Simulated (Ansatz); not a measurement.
Consider HfSiO4 (space group I4_1/amd, No. 141; a = 6.582 Å, c = 5.966 Å). Axes: x, y, z lie along a, b, c of the conventional cell.

All numbers come from plane-wave PAW DFT at the PBEsol level (Ansatz, a first-principles code, 420 eV), no SOC.

Now apply this change: biaxial strain +2.46 %, plane normal [001], relaxed out of plane (Cartesian); in-plane vectors clamped, the third vector and the atoms free.

Problem. How does this affect the ratio −ε⊥/ε∥ and energy relative to the base?

Solution. The ratio −ε⊥/ε∥ comes out as 0.56; the energy increases by 15 meV/atom.

Whether these cells are dynamically stable was not tested.
